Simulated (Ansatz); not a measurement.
## ZnS: transverse stress against strain

ZnS (wurtzite, P6_3mc, 18.586 Å³/atom at rest, c along z) under a strain ε along c (axis z), the other axes held. LDA in Ansatz, a plane-wave DFT program (PAW, default set), 420 eV, 10×10×6 Γ-centred mesh, Fermi-Dirac smearing 0.05 eV; ions are relaxed within the symmetry of each cell. Stress is positive for a compressed cell.

Here s stands for strain and y for stress xx.

```csv
strain (%),stress xx (GPa)
-1.20,0.64
-0.60,0.31
0.00,0.00
0.60,-0.30
1.20,-0.59
3.00,?
```

Q: Fit y against s with a straight line, and predict the withheld value at s = 3.00.

A: Means: s 0, y 0.012. About the means, the sum of products is -1.8420 and the sum of squares of s is 3.6000; the slope is their ratio. Least squares gives y = 0.012 - 0.5117·s. Residuals (row less fit): 0.014, -0.009, -0.012, -0.005, 0.012; standard error 0.014 (degrees of freedom: 3). The slope gives the elastic constant C13 = 51 ± 0.7 GPa. At the withheld row, y = 0.012 - 0.5117 × 3.0 = -1.523 GPa. The calculation gives -1.34 GPa, 0.183 GPa above the prediction (9.2 % of the range of y in the table). The row lies outside the fitted rows, so this is an extrapolation. From the scatter of the fitted rows alone, a prediction at this place has a standard error of 0.027 GPa, so the miss is 6.8 times that.

One order more, fitted to all 11 runs of the series, follows each within 0.01, so the miss is the next term of a smooth law. ZnS is here the high-temperature form. Rows are the converged runs of the series near zero and its far end; series whose fitted rows scatter by over a few per cent of the range, as at a crossing or softening among them, aren't shown in this form. Most that stay on the fit to the last digits aren't either.
